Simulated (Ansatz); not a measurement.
Carrier properties of SiC under load (space group P6_3mc)

Consider the following.

```xyz
4
Lattice="3.1024 0.0000 0.0000 -1.5512 2.6868 0.0000 0.0000 0.0000 5.0388" Properties=species:S:1:pos:R:3 pbc="T T T"
Si     0.0000     1.7912    -0.0049
Si     1.5512     0.8956     2.5145
C      0.0000     1.7912     1.8945
C      1.5512     0.8956     4.4138
```

All values below come from PBE with spin-orbit coupling, rigid bands (plane waves, PAW; Ansatz, an electronic-structure program). Condition of this run: biaxial stress in the c plane of -5 GPa (compression positive) (the target of the relaxation). How the cell was made: cell and atoms relaxed with PBEsol, then loaded as said.

```
Quantity                                                                                                                                                           Value
---------------------------------------------------------------------------------------------------------------------------------------  -------------------------------
band gap                                                                                                                                                         2.38 eV
electron conductivity mass (300 K, dilute)                                                                                               0.45 (x), 0.45 (y), 0.27 (z) mₑ
hole conductivity mass (300 K, dilute)                                                                                                   1.42 (x), 1.42 (y), 1.05 (z) mₑ
effective density of states N_c (300 K)                                                                                                                      1.1e19 cm⁻³
effective density of states N_v (300 K)                                                                                                                      8.5e19 cm⁻³
density-of-states mass, electrons                                                                                                                                0.59 mₑ
density-of-states mass, holes                                                                                                                                     2.3 mₑ
Seebeck coefficient, n-type 1e19 cm⁻³, 300 K                                                                                                                   -234 μV/K
Seebeck coefficient, p-type 1e19 cm⁻³, 300 K                                                                                                                    416 μV/K
best p-type power factor at 300 K for τ = 10 fs (best axis; densities from 1e16 to 1e21 cm⁻³ tried, whether or not they can be reached)     16.0 μW/(cm·K²) at 3e20 cm⁻³
```

Rigid bands; masses and Seebeck coefficients take one relaxation time τ for all states and one kind of carrier; polarons and phonon drag are left out. Geometry: cell and atoms relaxed with PBEsol.
